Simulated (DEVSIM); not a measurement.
Structure: Schottky contact on n-type Si, at 300 K.

```tsv
layer (left to right)	material	thickness (μm)	Nd (cm⁻³)	τn (s)	τp (s)
1	Si	0.440	3.3e15	0.00028	0.00028
```

Left contact: Schottky, work function 4.66 eV, emission velocity 1.2e7 cm/s. Right contact: ohmic. Voltage is applied to the left contact. Recombination: SRH at mid-gap, radiative. Mobility is constant in doping.

The device is made up for the run: typed textbook-type constants, with dimensions and the other settings drawn at random. Values at 300 K.

```csv
parameter,Si
gap (eV),1.124
affinity (eV),4.05
permittivity,11.7
Nc (cm⁻³),2.86e19
Nv (cm⁻³),3.1e19
μn (cm²/Vs),1417
μp (cm²/Vs),470
B (cm³/s),4.7e-15
```

Model (solved in DEVSIM): 1D drift-diffusion, Boltzmann statistics, complete ionisation; no tunnelling, impact ionisation, image-force lowering or self-heating. Metal contacts follow the ideal Schottky-Mott rule: no Fermi-level pinning, no interface dipoles.

Problem. Tabulate band edges, carrier densities and field at -10.0 V on the left contact.

Solution. Energies count from the Fermi level of the right contact; mesh points crowd at the junctions.

```tsv
x (μm)	Ec (eV)	Ev (eV)	n (cm⁻³)	p (cm⁻³)	field (V/cm)
0.000	10.610	9.486	5.4e7	7.2e10	-250000
0.005383	10.477	9.353	5.4e7	4.2e8	-250000
0.01327	10.283	9.159	5.4e7	260000	-250000
0.02130	10.085	8.961	5.4e7	32000	-250000
0.03528	9.742	8.618	5.4e7	32000	-250000
0.04767	9.438	8.314	5.4e7	32000	-240000
0.06584	8.995	7.870	5.4e7	32000	-240000
0.09270	8.342	7.218	5.5e7	33000	-240000
0.1165	7.766	6.643	5.5e7	33000	-240000
0.1451	7.080	5.956	5.5e7	33000	-240000
0.1869	6.082	4.958	5.6e7	33000	-240000
0.2455	4.700	3.576	5.7e7	34000	-230000
0.2822	3.841	2.717	5.7e7	34000	-230000
0.3129	3.131	2.006	5.7e7	34000	-230000
0.3474	2.335	1.211	5.8e7	34000	-230000
0.3708	1.800	0.676	5.8e7	35000	-230000
0.3868	1.436	0.312	5.8e7	35000	-230000
0.4001	1.134	0.010	5.8e7	35000	-230000
0.4151	0.795	-0.329	6.0e7	35000	-230000
0.4253	0.565	-0.559	9.1e9	35000	-230000
0.4322	0.409	-0.715	3.8e12	35000	-220000
0.4400	0.234	-0.890	3.3e15	35000	-220000
```
